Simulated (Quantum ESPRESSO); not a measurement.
A user runs Quantum ESPRESSO on Mg₂Zn (P-3m1, 6 atoms in the cell) and asks whether the run is sound. The aim is a self-consistent single point with DFT, PBEsol, plane waves, SSSP 1.1.2 efficiency (PBE) pseudopotentials.

Input as run:

```fortran
&CONTROL
  calculation = 'scf'
  prefix = 'pwscf'
  outdir = './tmp'
  pseudo_dir = './'
  tprnfor = .true.
  tstress = .true.
/
&SYSTEM
  ibrav = 0
  celldm(1) = 5.77120477
  nat = 6
  ntyp = 2
  ecutwfc = 50
  ecutrho = 400
  occupations = 'smearing'
  smearing = 'fd'
  degauss = 0.0073499
  input_dft = 'pbesol'
/
&ELECTRONS
  conv_thr = 1.0d-2
/
ATOMIC_SPECIES
Mg    24.3050  Mg.pbe-n-kjpaw_psl.0.3.0.UPF
Zn    65.3800  Zn_pbe_v1.uspp.F.UPF
ATOMIC_POSITIONS {alat}
Mg    0.50000000    0.28867514    3.81087545
Mg    0.00000000    0.57735027    1.10143919
Mg    0.00000000    0.57735027    2.90504463
Mg    0.50000000    0.28867514    2.00727001
Zn    0.00000000    0.57735027    4.57454388
Zn    0.50000000    0.28867514    0.33777075
K_POINTS {automatic}
7 7 2  1 1 1
CELL_PARAMETERS {alat}
   1.00000000     0.00000000     0.00000000
  -0.50000000     0.86602540     0.00000000
   0.00000000     0.00000000     4.91231464
```

The program printed (abridged):

```
     file Mg.pbe-n-kjpaw_psl.0.3.0.UPF: wavefunction(s)  3S renormalized

     Message from routine setup:
     using ibrav=0 with symmetry is DISCOURAGED, use correct ibrav instead
     G-vector sticks info
     --------------------
   [... lines left out ...]

     site n.     atom                  positions (alat units)
         1        Mg     tau(   1) = (   0.5000000   0.2886751   3.8108755  )
         2        Mg     tau(   2) = (   0.0000000   0.5773503   1.1014392  )
         3        Mg     tau(   3) = (   0.0000000   0.5773503   2.9050446  )
         4        Mg     tau(   4) = (   0.5000000   0.2886751   2.0072700  )
         5        Zn     tau(   5) = (   0.0000000   0.5773503   4.5745439  )
         6        Zn     tau(   6) = (   0.5000000   0.2886751   0.3377708  )

     number of k points=    28  Fermi-Dirac smearing, width (Ry)=  0.0073
                       cart. coord. in units 2pi/alat
        k(    1) = (   0.0714286   0.1237179   0.0508925), wk =   0.0816327
        k(    2) = (   0.0714286   0.2886751   0.0508925), wk =   0.0816327
        k(    3) = (   0.0714286   0.4536324   0.0508925), wk =   0.0816327
   [... 25 lines left out ...]

     Dense  grid:   110725 G-vectors     FFT dimensions: (  40,  40, 192)

     Smooth grid:    38917 G-vectors     FFT dimensions: (  25,  25, 128)

     Initial potential from superposition of free atoms

     starting charge      47.9960, renormalised to      48.0000
     Self-consistent Calculation

     iteration #  1     ecut=    50.00 Ry     beta= 0.70

     Threshold (ethr) on eigenvalues was too large:
     Diagonalizing with lowered threshold

     total energy              =   -1053.07608788 Ry
     estimated scf accuracy    <       0.23080194 Ry

     iteration #  2     ecut=    50.00 Ry     beta= 0.70

     total energy              =   -1052.25888885 Ry
     estimated scf accuracy    <      16.84370511 Ry

     iteration #  3     ecut=    50.00 Ry     beta= 0.70

     total energy              =   -1053.16648796 Ry
     estimated scf accuracy    <       0.62095389 Ry

     iteration #  4     ecut=    50.00 Ry     beta= 0.70

     total energy              =   -1053.22206691 Ry
     estimated scf accuracy    <       0.03068562 Ry

     iteration #  5     ecut=    50.00 Ry     beta= 0.70
     End of self-consistent calculation

     the Fermi energy is     5.9408 ev

!    total energy              =   -1053.22660527 Ry
     estimated scf accuracy    <       0.00325096 Ry
     smearing contrib. (-TS)   =      -0.00516417 Ry
     internal energy E=F+TS    =   -1053.22144110 Ry

     convergence has been achieved in   5 iterations

     Forces acting on atoms (cartesian axes, Ry/au):

     atom    1 type  1   force =     0.00000000   -0.00000000    0.00371831
     atom    2 type  1   force =     0.00000000    0.00000000   -0.00371831
     atom    3 type  1   force =     0.00000000   -0.00000000   -0.00170567
     atom    4 type  1   force =     0.00000000   -0.00000000    0.00170567
   [... lines left out ...]
     Total force =     0.112013     Total SCF correction =     0.208626
   [... lines left out ...]

          total   stress  (Ry/bohr**3)                   (kbar)     P=     -211.02
  -0.00134517   0.00000000   0.00000000         -197.88        0.00        0.00
   0.00000000  -0.00134517   0.00000000            0.00     -197.88        0.00
   0.00000000  -0.00000000  -0.00161305            0.00       -0.00     -237.29

   JOB DONE.
```

Q: Is anything amiss in this input, and did it matter?

A: The run is not sound. The fault is a convergence threshold that is too loose. A loop that stops early leaves an energy error of second order in the density error, but errors of first order in forces and stress. To fix it, tighten the threshold. The run converged in 5 iterations without an error; against the sound input the free energy rises by 5.5 meV/atom, the pressure goes from -1.72 to -21.10 GPa and the largest force goes from 0.097 to 2.034 eV/Å. The full log also holds: “SCF correction compared to forces is large: reduce conv_thr to get better values”.

An input that runs soundly differs in these lines (not the only fix; some lines may just follow from the change or write a value another way):
```diff
-  conv_thr = 1.0d-2
+  conv_thr = 1.0d-9
```

With that input, the run converged in 11 iterations: free energy E − TS -14329.9111 eV; Fermi level (on the code's own zero) 5.94 eV; pressure -1.72 GPa; largest force (vector length) 0.097 eV/Å (DFT, PBEsol, plane waves, SSSP 1.1.2 efficiency (PBE) pseudopotentials).

On the sound input: the starting cell comes from a database of computed structures (which also holds hypothetical and non-ambient phases and stackings), without a prior relaxation at this level.
